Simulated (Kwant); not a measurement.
System: wire with a row of barriers in a In0.53Ga0.47As two-dimensional gas. Effective mass 0.041 mₑ, grid spacing 2.7 nm, hard walls, nominal width 80 nm (29 grid rows, so walls 81 nm apart), one parabolic valley, scattering region 270 nm long along x; energies count from the band bottom; Fermi energy swept from 0.0011464 to 0.013614 eV. 4 barrier(s) across the wire, height 0.053 eV, thickness 10.8 nm (about 4 grid columns), spaced by 32.4 nm.

The device is made up for the run: typed textbook-type constants, with dimensions and the other settings drawn at random.

Computed with Kwant: effective-mass tight-binding model on a square grid, one spin, coherent transport at 0 K. Conductance is in e²/h.

Task: How many channels do the leads carry at E = 6.79, 7.18, 8.20 meV?

Result: The hard-wall thresholds are n² ħ²π²/(2mW²) = n² × 1.40 meV with W = 81 nm. √(6.79/1.40) = 2.20, so 2. √(7.18/1.40) = 2.27, so 2. √(8.20/1.40) = 2.42, so 2.
